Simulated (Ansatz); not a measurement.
The starting structures come from a database of crystals and need not be the phases stable at ambient conditions.

Inside the gap of an insulator the Bloch states are evanescent, with a wavenumber k + iκ along the transport direction.

Data:

```xyz
15
Lattice="4.4202 0.0000 0.0000 0.0000 9.2945 0.0000 0.0000 4.6472 2.6831" Properties=species:S:1:pos:R:3 pbc="T T T"
Li     0.2028     6.1963     0.0000
Li     4.2174     3.0982     0.0000
H      2.5725     5.2823     1.1110
H      1.8476     8.6594     1.5721
H      2.5725     7.6154     0.2360
H      1.8476     6.3263     2.4470
H      2.5725    10.3384     1.3361
H      1.8476     3.6033     1.3470
Pt     0.0000     0.0000     0.0000
O      3.3346     4.6722     0.9676
O      1.0855     9.2695     1.7154
O      3.3346     7.7964     0.8361
O      1.0855     6.1453     1.8470
O      3.3346     1.4731     0.8794
O      1.0855    12.4686     1.8037
```

Space group of this cell: P-3. The cell was relaxed by PBE-D3(BJ); by r2SCAN its mean pressure is -2.1 GPa.

Transport runs along the normal of the first two printed cell vectors, the (110) plane of the conventional cell.

The gap is the functional's own. No spin-orbit coupling. Mid-gap values are interpolated on the energy grid.

Q: Predict the band gap and the smallest decay constant κ at mid-gap from r2SCAN (Ansatz, an electronic-structure program).

A: Gap 3.00 eV on a 8×12×12 mesh; κ = 0.417 1/Å, at the zone centre.
